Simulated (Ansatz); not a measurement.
ZnS, element substitutions

The reference is ZnS in the zinc blende structure (space group F-43m, No. 216; a = 5.357 Å).

Each row replaces one element on all its sites; cell and atoms are relaxed.

Level of theory: PBEsol, PAW, 420 eV (Ansatz, a first-principles code; no spin-orbit coupling).

Before the change:

The band gap is 2.09 eV.

### Question
The aim is a band gap between 1.18 eV and 1.31 eV. Which of these changes reaches it?
(A) Zn → Hg
(B) S → Se
(C) Zn → Cd

### Answer
B, S → Se. It gives 1.24 eV; Zn → Hg gives zero; Zn → Cd gives 1.01 eV. Changes not listed may reach it too

Spin-orbit coupling, missing from the scalar runs, can matter with Hg. Stability against distortions was not tested. All final runs are without spin polarisation. The zero or small gap of HgS can change with the level of theory.
